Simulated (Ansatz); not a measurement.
The starting structures come from a database of crystals and need not be the phases stable at ambient conditions.

 Where the default PAW files enter, the runs use the earlier of Ansatz's two default sets.

Tunnelling through a barrier is set by its complex band structure: the current falls as exp(−2κd) with the smallest κ.

Given:

```
ScF3
1.0
    5.70039     0.00000     0.00000
    2.84777     4.93809     0.00000
   -2.84776    -1.64509     4.65600
Sc F
2 6
Direct
  0.50000   0.50000   0.50000
  0.00000   0.00000   0.00000
  0.75000   0.22658   0.72658
  0.25000   0.77342   0.27342
  0.27342   0.75000   0.77342
  0.72658   0.25000   0.22658
  0.22658   0.27342   0.25000
  0.77342   0.72658   0.75000
```

Space group of this cell: R-3c. The cell is taken as given.

Transport runs along the normal of the first two printed cell vectors, the (101) plane of the conventional cell.

The gap is the functional's own. No spin-orbit coupling. Mid-gap values are interpolated on the energy grid.

**Question.** Compute, with r2SCAN (Ansatz, a first-principles code), the band gap and the smallest decay constant κ at mid-gap.

**Answer.** Gap 6.97 eV on a 8×8×8 mesh; κ = 0.652 1/Å, at the zone centre.
